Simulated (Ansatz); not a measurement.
Base system: Se (space group P3_121, No. 152; made of chains).

```yaml
crystal:
  lattice:
    - [4.52940, 0.00000, 0.00000]
    - [-2.26470, 3.92257, 0.00000]
    - [0.00000, 0.00000, 5.04244]
  atoms:
    - { symbol: Se, position: [0.21841, 0.00000, 0.83333] }
    - { symbol: Se, position: [0.00000, 0.21841, 0.16667] }
    - { symbol: Se, position: [0.78159, 0.78159, 0.50000] }
```

Cartesian axes are those of the cell as printed.

All numbers come from plane-wave PAW DFT at the PBE level (Ansatz, an electronic-structure program, 420 eV), no SOC, earlier PAW set.

Perturbation: an isotropic linear strain of +2.86 %; the atoms relax in the strained cell.

Predict the stress tensor and what it implies for the stiffness.

Stress of the strained cell less that of the base (GPa, compression positive):
```
  -0.38    0.00    0.00
   0.00   -0.38    0.00
   0.00    0.00   -2.27
```

Then B = −ΔP/(ΔV/V₀) with ΔV/V₀ = 0.0883 gives secant stiffness values (nonlinear terms included at this strain): B (at held cell shape, above the free-shape value) ≈ 11 GPa.

As a check, the harmonic strain energy −½ V₀ Δσ:ε is 8.1 meV/atom; the computed energy rise is 8.8 meV/atom.

No phonon test of stability was made. No dispersion term is included, though the crystal is made of layers, chains or molecules, so its spacings can come out too wide.
